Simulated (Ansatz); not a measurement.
HgS (P6₃mc, No. 186, 4 atoms in the cell; start mp-973676; a measured phase of this formula has another space group), treated with HSE06 (Ansatz, an electronic-structure program, PAW).

Settings: plane-wave cutoff 460 eV, 9×9×4 k mesh (along the axes of the cell as run), Fermi–Dirac smearing 0.01 eV, scalar-relativistic PAW data made under PBE.

Cell (relaxed with PBEsol):

```cif
data_Hg2S2
_chemical_formula_sum 'Hg2 S2'
_space_group_name_H-M_alt 'P63mc'
_space_group_IT_number 186
_space_group_name_Hall 'P 6c -2c'
_cell_length_a 4.15733
_cell_length_b 4.15733
_cell_length_c 6.77895
_cell_angle_alpha 90.000
_cell_angle_beta 90.000
_cell_angle_gamma 120.000
loop_
_atom_site_label
_atom_site_type_symbol
_atom_site_symmetry_multiplicity
_atom_site_Wyckoff_symbol
_atom_site_fract_x
_atom_site_fract_y
_atom_site_fract_z
_atom_site_occupancy
Hg1 Hg 2 b 0.66667 0.33333 0.49914 1
S1 S 2 b 0.33333 0.66667 0.37586 1
```

Give the computed band gap.


- band gap: 0.47 eV (on the SCF k mesh)

Note: cell and atoms aren't relaxed at this level (pressure 1.5 GPa).

Spin–orbit coupling is not included.

Static lattice: no zero-point or thermal effects.

Computing time: about 4 core-minutes (a rough figure).

A start named mp-… is a Materials Project structure, which need not be a measured phase.
